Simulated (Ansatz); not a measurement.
## What biaxial strain +0.39 %, plane normal [001], relaxed out of plane does to YAl3

The reference is YAl$_{3}$ (space group R-3m, No. 166; a = 6.123 Å, c = 21.050 Å (hexagonal axes); a cell from a computed database, its experimental status unchecked). Axes: x lies along a and z along c of the hexagonal cell.

Modification: biaxial strain +0.39 %, plane normal [001], relaxed out of plane (Cartesian); in-plane vectors clamped, the third vector and the atoms free.

Calculations: PBEsol/PAW in Ansatz (an electronic-structure program), no SOC. k-mesh 7×7×7 (Γ-centred); smearing 0.05 eV (Fermi–Dirac).

The volume per atom rises by 0.096 Å³ (18.99 Å³ → 19.08 Å³) and the shortest interatomic distance stays 2.726 Å. The energy is nearly the same and the pressure (mean of the normal stresses, compression positive) goes from zero to -0.3 GPa. The band gap stays zero and the out-of-plane strain comes out as -0.27 % (rough).

Final structure (turned so that z lies along the plane normal):

```
CELL_PARAMETERS angstrom
      6.14692     0.00000     0.00000
      3.07346     5.32339     0.00000
      3.07346    -1.77446     6.99735
ATOMIC_POSITIONS crystal
  Y  0.43639 0.78180 0.34541
  Y  0.56361 0.21820 0.65459
  Y  0.00000 0.00000 0.00000
  Al 0.03485 0.70428 0.66943
  Al 0.96515 0.29572 0.33057
  Al 0.59144 0.70428 0.66943
  Al 0.40856 0.29572 0.33057
  Al 0.03485 0.26087 0.66943
  Al 0.96515 0.73913 0.33057
  Al 0.50000 0.50000 0.00000
  Al 0.00000 0.50000 0.00000
  Al 0.50000 0.00000 0.00000
```

Without a gap, meshes like the base's 7×7×7 leave anisotropic stresses uncertain by several tenths of a GPa, and small strain energies with them. Whether these cells are dynamically stable was not tested. All final runs are without spin polarisation.
